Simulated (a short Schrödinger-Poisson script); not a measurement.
# Symmetric double-gate stack, Si3N4 on p-type Si(100)

System: symmetric double-gate stack, Si3N4 on p-type Si(100), at 300 K.

```tsv
layer	material	thickness (nm)	Na (cm⁻³)
1	Si3N4	1.4	-
2	Si	4	1e17
3	Si3N4	1.4	-
```

Constants are typed, rounded textbook-type inputs, not results; the design itself was drawn at random and stands for no fabricated device. Si3N4: permittivity 7.5, conduction-band edge (eV) 1.95, gap (eV) 5.1, electron mass (mₑ) 0.5. Si: permittivity 11.7, conduction-band edge (eV) 0, gap (eV) 1.124, Nv at 300 K (cm⁻³) 3.1e19.

Channel valleys (confinement mass, in-plane density-of-states mass, number): Δ2 0.916, 0.19, 2; Δ4 0.19, 0.417, 4. At the gates, both at one voltage, the conduction-band edge of layer 1 lies 2.35 eV − eVg above the Fermi level of the channel. Gaps are held at their typed values at every temperature. Mesh 0.03 nm at interfaces.

Solved with a short Schrödinger-Poisson script written for these runs: 1D Poisson equation in equilibrium, electrons quantum, Hartree (BenDaniel-Duke, 12 states a valley, the channel's in-plane mass for all, wave functions free to enter the dielectric), parabolic valleys, classical holes, full ionisation, no traps, pinning or gate leakage.

| Vg (V) | electrons (cm⁻²) | C (μF/cm²) | Δ2 E0 (meV) | Δ2 E1 (meV) | Δ4 E0 (meV) | Δ4 E1 (meV) |
|---|---|---|---|---|---|---|
| 0.1 | 2.34e7 | < 0.003 | 324.0 | 393.1 | 379.4 | 619.4 |
| 0.15 | 1.62e8 | < 0.003 | 274.0 | 343.1 | 329.4 | 569.4 |
| 0.2 | 1.12e9 | 0.00707 | 224.1 | 293.2 | 279.4 | 519.4 |
| 0.25 | 7.70e9 | 0.0483 | 174.2 | 243.3 | 229.6 | 469.5 |
| 0.3 | 5.10e10 | 0.306 | 125.3 | 194.3 | 180.6 | 420.5 |
| 0.35 | 2.79e11 | 1.36 | 81.1 | 149.7 | 136.3 | 375.6 |
| 0.4 | 9.65e11 | 3.04 | 48.4 | 115.6 | 103.2 | 340.8 |
| 0.45 | 2.11e12 | 4.21 | 27.1 | 92.2 | 81.3 | 316.1 |
| 0.5 | 3.54e12 | 4.88 | 12.6 | 75.1 | 66.0 | 297.6 |
| 0.55 | 5.13e12 | 5.29 | 1.8 | 61.7 | 54.6 | 282.6 |
| 0.6 | 6.83e12 | 5.58 | -6.6 | 50.4 | 45.4 | 269.7 |
| 0.65 | 8.60e12 | 5.79 | -13.6 | 40.7 | 37.8 | 258.4 |
| 0.7 | 1.04e13 | 5.96 | -19.5 | 32.0 | 31.3 | 248.2 |
| 0.75 | 1.23e13 | 6.10 | -24.7 | 24.2 | 25.6 | 238.9 |
| 0.8 | 1.42e13 | 6.22 | -29.3 | 17.1 | 20.6 | 230.3 |
| 0.85 | 1.62e13 | 6.32 | -33.5 | 10.4 | 16.0 | 222.2 |
| 0.9 | 1.82e13 | 6.41 | -37.4 | 4.2 | 11.9 | 214.7 |
| 0.95 | 2.02e13 | 6.48 | -41.0 | -1.7 | 8.1 | 207.5 |
| 1 | 2.22e13 | 6.56 | -44.4 | -7.2 | 4.5 | 200.6 |
| 1.05 | 2.43e13 | 6.62 | -47.7 | -12.6 | 1.2 | 194.1 |
| 1.1 | 2.64e13 | 6.68 | -50.9 | -17.7 | -1.9 | 187.8 |

Subbands count from the Fermi level. The capacitance is that of both gates.
